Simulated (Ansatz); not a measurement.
BAs-ML monolayer (BAs-ML a predicted or substrate-bound sheet, here free), on its own PBE lattice.

```yaml
crystal:
  lattice:
    - [3.37504, 0.00000, 0.00000]
    - [-1.68752, 2.92287, 0.00000]
    - [0.00000, 0.00000, 18.00000]
  atoms:
    - { symbol: B, position: [0.33333, 0.66667, 0.50000] }
    - { symbol: As, position: [0.66667, 0.33333, 0.50000] }
```

Methods: PBE+D3(BJ) (plane waves to 420 eV, PAW; Ansatz, a first-principles code); r2SCAN (plane waves to 500 eV, PAW; Ansatz); PBE+D3(BJ) with spin-orbit coupling (plane waves to 420 eV, PAW; Ansatz); HSE06 (plane waves to 420 eV, PAW; Ansatz). Geometries and values that name no level are of the first. Values not marked SOC have no spin–orbit coupling; PBE gaps are too small against experiment. Its k-point mesh 12×12×1, Fermi–Dirac width 0.01 eV. HSE06 ran on meshes of its own (9×9×1); its edges and gaps are taken over the mesh and over extra points off it, mostly where PBE has its edges.

All levels ran on one geometry.

| level | mesh | gap (eV) |
|---|---|---|
| PBE | 12×12×1 | 0.75 |
| r2SCAN | 12×12×1 | 0.99 |
| HSE06 | 9×9×1 | 1.15 |
| PBE+SOC | 12×12×1 | 0.75 |

### Question
How far does spin–orbit coupling split the edges at K?

### Answer
The top two valence levels by 2 meV, the lowest two conduction levels by 3 meV (PBE+SOC).
